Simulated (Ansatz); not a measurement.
The starting structures come from a database of crystals and need not be the phases stable at ambient conditions.

Inside the gap of an insulator the Bloch states are evanescent, with a wavenumber k + iκ along the transport direction.

Consider the following.

```yaml
crystal:
  lattice:
    - [5.19498, 0.00000, 0.00000]
    - [0.00000, 11.84342, 0.00000]
    - [2.59749, 5.92171, 2.59749]
  atoms:
    - { symbol: La, position: [0.50000, 0.75000, 0.00000] }
    - { symbol: La, position: [0.00000, 0.00000, 0.00000] }
    - { symbol: As, position: [0.50000, 0.25000, 0.00000] }
    - { symbol: As, position: [0.00000, 0.50000, 0.00000] }
    - { symbol: O, position: [0.12496, 0.08266, 0.48854] }
    - { symbol: O, position: [0.88650, 0.70770, 0.73846] }
    - { symbol: O, position: [0.87504, 0.57120, 0.51146] }
    - { symbol: O, position: [0.11350, 0.44616, 0.26154] }
    - { symbol: O, position: [0.37504, 0.66734, 0.51146] }
    - { symbol: O, position: [0.61350, 0.04230, 0.26154] }
    - { symbol: O, position: [0.62496, 0.17880, 0.48854] }
    - { symbol: O, position: [0.38650, 0.30384, 0.73846] }
```

Space group of this cell: I4_1/a. The cell is taken as given; by r2SCAN its mean pressure is -0.7 GPa.

Transport runs along the normal of the first two printed cell vectors, the (100) plane of the conventional cell.

The gap is the functional's own, uncorrected, and κ follows it; spin-orbit coupling is left out. Mid-gap values are interpolated between the computed energies.

Task: Estimate the band gap and the smallest decay constant κ at mid-gap that r2SCAN in Ansatz (an electronic-structure program) returns for this system.

Result: Gap 4.87 eV on a 12×12×12 mesh; κ = 0.393 1/Å, at the zone centre.
